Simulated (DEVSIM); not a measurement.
Device: illuminated Si n-on-p cell, one wavelength, at 300 K.

| layer (left to right) | material | thickness (μm) | Nd (cm⁻³) | Na (cm⁻³) | τn (s) | τp (s) | absorption coefficient (cm⁻¹) |
|---|---|---|---|---|---|---|---|
| 1 | Si | 0.0550 | 2.8e18 | - | 0.00034 | 2.3e-5 | 2600 |
| 2 | Si | 260 | - | 1.9e17 | 0.00095 | 0.00095 | 2600 |

Left contact: ohmic, minority hole recombination velocity 1e5 cm/s. Right contact: ohmic, minority electron recombination velocity 1e6 cm/s. Voltage is applied to the left contact. Recombination: SRH at mid-gap, radiative, Auger. Light enters at the left, 2.9e18 photons cm⁻² s⁻¹, one pass, no reflection. Mobility is μmin + (μ − μmin)/(1 + (N/Nref)^α).

The device is made up for the run: typed textbook-type constants, with dimensions and the other settings drawn at random. Values at 300 K.

| parameter | Si |
|---|---|
| gap (eV) | 1.124 |
| affinity (eV) | 4.05 |
| permittivity | 11.7 |
| Nc (cm⁻³) | 2.86e19 |
| Nv (cm⁻³) | 3.1e19 |
| μn (cm²/Vs) | 1417 |
| μp (cm²/Vs) | 470 |
| μn,min | 52 |
| μp,min | 45 |
| Nref,n | 9.7e16 |
| Nref,p | 2.2e17 |
| αn | 0.68 |
| αp | 0.72 |
| B (cm³/s) | 4.7e-15 |
| Cn (cm⁶/s) | 2.8e-31 |
| Cp (cm⁶/s) | 9.9e-32 |

Model (solved in DEVSIM): 1D drift-diffusion, Boltzmann statistics, complete ionisation; no tunnelling, impact ionisation, image-force lowering or self-heating.

Give the dark forward current.


```json
[
 {"V (V)": "-0.20", "J (A/cm²)": "-1.4e-9"},
 {"V (V)": "-0.25", "J (A/cm²)": "-9.9e-9"},
 {"V (V)": "-0.30", "J (A/cm²)": "-6.8e-8"},
 {"V (V)": "-0.35", "J (A/cm²)": "-4.7e-7"},
 {"V (V)": "-0.40", "J (A/cm²)": "-3.3e-6"},
 {"V (V)": "-0.45", "J (A/cm²)": "-2.2e-5"},
 {"V (V)": "-0.50", "J (A/cm²)": "-0.00016"},
 {"V (V)": "-0.55", "J (A/cm²)": "-0.0011"},
 {"V (V)": "-0.60", "J (A/cm²)": "-0.0074"},
 {"V (V)": "-0.65", "J (A/cm²)": "-0.051"},
 {"V (V)": "-0.70", "J (A/cm²)": "-0.34"},
 {"V (V)": "-0.75", "J (A/cm²)": "-2.0"},
 {"V (V)": "-0.80", "J (A/cm²)": "-7.8"},
 {"V (V)": "-0.85", "J (A/cm²)": "-19"},
 {"V (V)": "-0.95", "J (A/cm²)": "-61"},
 {"V (V)": "-1.00", "J (A/cm²)": "-92"},
 {"V (V)": "-1.05", "J (A/cm²)": "-130"},
 {"V (V)": "-1.10", "J (A/cm²)": "-170"},
 {"V (V)": "-1.15", "J (A/cm²)": "-220"},
 {"V (V)": "-1.20", "J (A/cm²)": "-270"},
 {"V (V)": "-1.25", "J (A/cm²)": "-330"},
 {"V (V)": "-1.30", "J (A/cm²)": "-400"},
 {"V (V)": "-1.35", "J (A/cm²)": "-470"},
 {"V (V)": "-1.40", "J (A/cm²)": "-550"},
 {"V (V)": "-1.45", "J (A/cm²)": "-630"},
 {"V (V)": "-1.50", "J (A/cm²)": "-710"},
 {"V (V)": "-1.55", "J (A/cm²)": "-800"},
 {"V (V)": "-1.60", "J (A/cm²)": "-900"}
]
```
